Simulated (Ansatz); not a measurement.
Worked example: self-consistent single point of HfOs (P4mm, 2 atoms in the cell) in Ansatz (a first-principles code).

Computed with PBEsol, default PAW files made with PBE (plane waves; Ansatz).

The change in words: lattice scaled by 0.98; basis.ecutrho_ratio: default → 12. Reference geometry:
```
HfOs
1.0
    3.22725     0.00000     0.00000
    0.00000     3.22725     0.00000
    0.00000     0.00000     3.22725
Hf Os
1 1
Direct
  0.00000   0.00000   0.01549
  0.50000   0.50000   0.50000
```

Reference input (self-consistent single point, DFT, PBEsol, plane waves, default PAW files made with PBE): basis.ecutwfc = 30.9 Ry; kpoints.mp_grid.grid = 10 10 10; hamiltonian.xc = pbesol; hamiltonian.pseudopotentials = {kind: paw} (the program's default PAW files); scf.occupations.method = gaussian; scf.occupations.width = 0.0073 Ry. This run's input differs from it in these lines:

Ansatz 0.2 input:
```diff
@@ -3,10 +3,11 @@
   lattice:
-    - [3.22725300, 0.00000000, 0.00000000]
-    - [0.00000000, 3.22725300, 0.00000000]
-    - [0.00000000, 0.00000000, 3.22725300]
+    - [3.16270800, 0.00000000, 0.00000000]
+    - [0.00000000, 3.16270800, 0.00000000]
+    - [0.00000000, 0.00000000, 3.16270800]
   atoms:
-    - { symbol: Hf, position_ang: [0.00000000, 0.00000000, 0.04999983] }
-    - { symbol: Os, position_ang: [1.61362650, 1.61362650, 1.61362650] }
+    - { symbol: Hf, position_ang: [0.00000000, 0.00000000, 0.04899984] }
+    - { symbol: Os, position_ang: [1.58135400, 1.58135400, 1.58135400] }
 basis:
   ecutwfc: 30.9 Ry
+  ecutrho_ratio: 12
 kpoints:
```

Output, abridged:

```
SCF iter   1: F=—  HF=-26850.298521 eV  |F-HF|=—  |Δ(HF+E_count)|=         —  Δρ=1.11e-2  dr2=7.77e-2  ethr=1.77e-3  ⟨swp⟩=4.6  Hψ=11691  notcnv=0
all-band conjugate gradients solve this SCF's bands
preconditioner: auto → Resta (q_TF=auto, 2.860 Å⁻¹)
SCF iter   2: F=—  HF=-26850.289673 eV  |F-HF|=—  |Δ(HF+E_count)|=   8.85e-3  Δρ=6.13e-3  dr2=2.46e-2  ethr=1.85e-4  ⟨swp⟩=1.0  Hψ=4287  notcnv=0
SCF iter   3: F=—  HF=-26850.285486 eV  |F-HF|=—  |Δ(HF+E_count)|=   4.19e-3  Δρ=8.84e-4  dr2=2.24e-4  ethr=5.86e-5  ⟨swp⟩=2.0  Hψ=3805  notcnv=0  defer=3
SCF iter   4: F=—  HF=-26850.285485 eV  |F-HF|=—  |Δ(HF+E_count)|=   1.09e-6  Δρ=2.18e-4  dr2=2.19e-5  ethr=5.34e-7  ⟨swp⟩=2.2  Hψ=5085  notcnv=0  defer=4
SCF iter   5: F=—  HF=-26850.285421 eV  |F-HF|=—  |Δ(HF+E_count)|=   6.36e-5  Δρ=1.45e-4  dr2=2.96e-6  ethr=5.21e-8  ⟨swp⟩=2.5  Hψ=5807  notcnv=0  defer=4
SCF iter   6: F=-26850.285420 eV  HF=-26850.285420 eV  |F-HF|=5.97e-9  |Δ(HF+E_count)|=   8.53e-7  Δρ=1.31e-5  dr2=2.67e-8  ethr=2.38e-10  ⟨swp⟩=6.6  Hψ=16060  notcnv=0
SCF 1 converged in 6 iterations: F = -26850.285420 eV  dr2 = 2.67e-8
Free energy (F): -26850.285420 eV
Internal energy: -26850.284787 eV  (E = F + TS)
E sigma→0 (E₀):  -26850.285103 eV
Entropy (-TS):   -0.000634 eV (-0.317 meV/atom)
Fermi energy:    25.635073 eV
--- Forces (eV/Å), atoms counted from 1 ---
  atom   1  Hf     0.00000000     0.00000000    -0.55511630
  atom   2  Os    -0.00000000     0.00000000     0.55507374
--- Stress (GPa, compression-positive) ---
       15.324388       0.000000       0.000000
        0.000000      15.324388       0.000000
        0.000000       0.000000      15.163422
  P = ⅓ Tr σ = 15.2707 GPa (152.707 kbar)
  The stress holds the Pulay correction. Without it, at fixed plane waves, as pw.x and ABINIT print it: P = 15.1845 GPa
```

The run converged in 6 iterations. Against the reference run the free energy goes up by 41.5 meV/atom, the pressure goes from -0.89 to 15.27 GPa and the largest force goes from 0.433 to 0.555 eV/Å.

The starting cell comes from a database of computed structures (which also holds hypothetical and non-ambient phases and stackings), without a prior relaxation at this level. Its lattice was rescaled by up to half a per cent. One atom was moved a little off its site on purpose. For this run, on top of that: lattice scaled by 0.98. Spin polarisation is off. Ansatz's pressure includes its estimate of the finite-basis (Pulay) stress.
